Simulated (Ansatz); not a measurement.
Base system: InP in the zinc blende structure (space group F-43m, No. 216; a = 5.878 Å). Axes: x, y, z lie along the cube axes.

It is then changed as follows: uniaxial strain ε_zz = −2.00 %, all other strain components held at zero; the atoms relax in the strained cell.

Level of theory: DFT with PBEsol, PAW potentials and a 420 eV plane-wave cutoff in Ansatz (an electronic-structure program), scalar-relativistic without spin-orbit coupling.

**Question.** Give the band edges at the high-symmetry points of the new zone, measured from its valence-band maximum.

**Answer.** 
| point | valence edge (eV) | conduction edge (eV) |
|---|---|---|
| Γ | 0.00 | 0.61 |
| X | -2.41 | 1.59 |
| P | -3.08 | 4.22 |
| N | -1.00 | 1.36 |
| M | -2.53 | 1.48 |
| S | -2.17 | 2.05 |
| S₀ | -2.17 | 2.05 |
| R | -3.08 | 4.03 |
| G | -3.08 | 4.03 |

The gap is 0.61 eV, direct at Γ.

Gaps are Kohn–Sham eigenvalue differences; semilocal functionals usually give less than the measured gap. Stability against distortions was not tested. k-point labels follow each cell's own Brillouin zone.
